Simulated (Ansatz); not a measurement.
System: Ti₃Al (model structure, started from the D019 type, P6₃/mmc, No. 194, 8 atoms in the cell). Method: PBEsol (Ansatz, a program for electronic structure, plane waves, PAW).

Run with plane-wave cutoff 520 eV, 12×12×12 k mesh, Fermi–Dirac smearing 0.05 eV, no spin polarisation, scalar-relativistic PAW data made under PBE.

Cell (relaxed at this level):

Space group P6₃/mmc (No. 194); a = b = 5.687 Å, c = 4.608 Å, α = β = 90.00°, γ = 120.00°

```
atom  site  symmetry       x       y       z
----  ----  --------  ------  ------  ------
Ti      6h       mm2  0.3393  0.1696  0.2500
Al      2c      -6m2  0.3333  0.6667  0.2500
```

Q: Estimate the bulk modulus B0 that the calculation returns.

A: 
* **bulk modulus B0**: 122 GPa

The run finds no gap.

Note: the bulk modulus is −V dP/dV from two relaxed cells at ±2 % in volume.

Static lattice: no zero-point or thermal effects.

A model structure was made by putting elements into a prototype or built by hand; here it ended with the formula and space group of a phase in our tables.
